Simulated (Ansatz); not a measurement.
Ansatz (a program for electronic structure) run on WSe2 (P6_3/mmc, 6 atoms in the cell): relaxation of cell and atoms.

Computed with PBEsol, default PAW files made with PBE (plane waves; Ansatz).

The change in words: atoms on their sites; basis.ecutwfc: 30.9 Ry → 15.4 Ry; relax: default → cell and atoms. Reference geometry:
```xyz
6
Lattice="1.6482 -2.8548 0.0000 1.6482 2.8548 0.0000 0.0000 0.0000 13.0248" Properties=species:S:1:pos:R:3 pbc="T T T"
W      1.6482     0.9516     3.3062
W      1.6482    -0.9516     9.7686
Se     1.6482     0.9516    11.4488
Se     1.6482    -0.9516     4.9364
Se     1.6482    -0.9516     1.5760
Se     1.6482     0.9516     8.0884
```

Reference input (self-consistent single point, DFT, PBEsol, plane waves, default PAW files made with PBE): basis.ecutwfc = 30.9 Ry; kpoints.mp_grid.grid = 8 8 1; hamiltonian.xc = pbesol; hamiltonian.pseudopotentials = {kind: paw} (the program's default PAW files); scf.occupations.method = fermi_dirac; scf.occupations.width = 0.0037 Ry. This run's input differs from it in these lines:

Ansatz 0.2 input:
```diff
@@ -6,10 +6,10 @@
   atoms:
-    - { symbol: W, position_ang: [1.648200, 0.951591, 3.306202] }
-    - { symbol: W, position_ang: [1.648200, -0.951591, 9.768600] }
-    - { symbol: Se, position_ang: [1.648200, 0.951591, 11.448799] }
-    - { symbol: Se, position_ang: [1.648200, -0.951591, 4.936399] }
-    - { symbol: Se, position_ang: [1.648200, -0.951591, 1.576001] }
-    - { symbol: Se, position_ang: [1.648200, 0.951591, 8.088401] }
+    - { symbol: W, position_ang: [1.648200, 0.951589, 3.256200] }
+    - { symbol: W, position_ang: [1.648200, -0.951589, 9.768600] }
+    - { symbol: Se, position_ang: [1.648200, 0.951589, 11.448799] }
+    - { symbol: Se, position_ang: [1.648200, -0.951589, 4.936399] }
+    - { symbol: Se, position_ang: [1.648200, -0.951589, 1.576001] }
+    - { symbol: Se, position_ang: [1.648200, 0.951589, 8.088401] }
 basis:
-  ecutwfc: 30.9 Ry
+  ecutwfc: 15.4 Ry
 kpoints:
@@ -21,2 +21,4 @@
   occupations: { method: fermi_dirac, width: 0.0037 Ry }
+relax:
+  cell: {}
 output:
```

Log, with long lists cut:

```
   [... SCF lines of the steps left out ...]
relax step   1: F+E_penalty+E_count = -42199.81286084 eV  Δ(F+E_penalty+E_count) = +0.000e0 eV  max|allowed force component| = 1.988e-1 eV/Å  Δτ_max = 0.0000 Å  P = -2.455 GPa  Ω = 122.569 Å³  (8 SCF iters, dr2 threshold 1.00e-7 eV, accepted)
relax step   2: F+E_penalty+E_count = -42203.61729434 eV  Δ(F+E_penalty+E_count) = -3.804e0 eV  max|allowed force component| = 2.848e-2 eV/Å  Δτ_max = 0.0310 Å  P = +25.443 GPa  Ω = 115.157 Å³  energy of the carried Pulay correction = +4.388e0 eV  [...]
   [... lines left out ...]
relax step 120: F+E_penalty+E_count = -42200.26391200 eV  Δ(F+E_penalty+E_count) = +5.146e-3 eV  max|allowed force component| = 1.222e-4 eV/Å  Δτ_max = 0.0001 Å  P = +0.001 GPa  Ω = 120.054 Å³  energy of the carried Pulay correction = +2.830e-2 eV  [...]
relax step 121: F+E_penalty+E_count = -42200.15609056 eV  Δ(F+E_penalty+E_count) = +1.078e-1 eV  max|allowed force component| = 1.470e-3 eV/Å  Δτ_max = 0.0000 Å  P = +0.067 GPa  Ω = 120.054 Å³  stress off target by 7.96e-2 GPa  SCF on the basis [...]
basis re-selected at this cell: Δ(F+E_penalty+E_count) = +1.078e-1 eV, ΔP = +0.066 GPa vs the last step
   [... lines left out ...]
Free energy (F): -42200.156091 eV
Fermi energy:    13.322884 eV
Error: variable-cell relaxation did not converge after 121 `relax_step` rows, as none of its last 51 fresh-basis SCF(s) at a relaxed cell met both thresholds with a finite energy. The last misses `relax.cell.stress_tol`: largest allowed force component 1.47e-3 eV/Å (`relax.f_tol` 1.00e-2 eV/Å), stress off the target on the free part of the cell 7.96e-2 GPa (`relax.cell.stress_tol` 5.00e-2 GPa), F+E_penalty+E_count -42200.15609056 eV. The closest is row 116, whose structure comes with this error. Larger ratio of force or stress to its threshold at each such SCF whose figures are numbers: 42.924, 36.532, 29.498, 14.553, 15.614, 10.558, 11.921, 7.548, 7.999, 3.034, 1.701, 2.624, [...]
   [... lines left out ...]
to start a new deck from the relaxed geometry:
  cell:  # Å, volume = 120.0879 Å³
    - [1.6221239975057717, -2.8096011798567275, 0.0]
    - [1.6221239975057717, 2.8096011798567275, 0.0]
    - [0.0, 0.0, 13.174694024724852]
  atoms:
    - { symbol: W, position: [0.33333333333333326, 0.6666666666666666, 0.24999999999999994] }
    - { symbol: W, position: [0.6666666666666666, 0.33333333333333326, 0.7499999999999997] }
    - { symbol: Se, position: [0.33333333333333326, 0.6666666666666666, 0.8783509902022573] }
    - { symbol: Se, position: [0.6666666666666666, 0.33333333333333326, 0.3783509902022576] }
    - { symbol: Se, position: [0.6666666666666666, 0.33333333333333326, 0.12164900979774226] }
    - { symbol: Se, position: [0.33333333333333326, 0.6666666666666666, 0.6216490097977423] }
```

The relaxation ended unconverged. 

The starting cell has typed, rounded lattice constants, without a prior relaxation at this level. Its lattice was rescaled by up to half a per cent. The cutoff lies below the one recommended for these files.

Cost on one core of a shared machine: roughly 4 min.
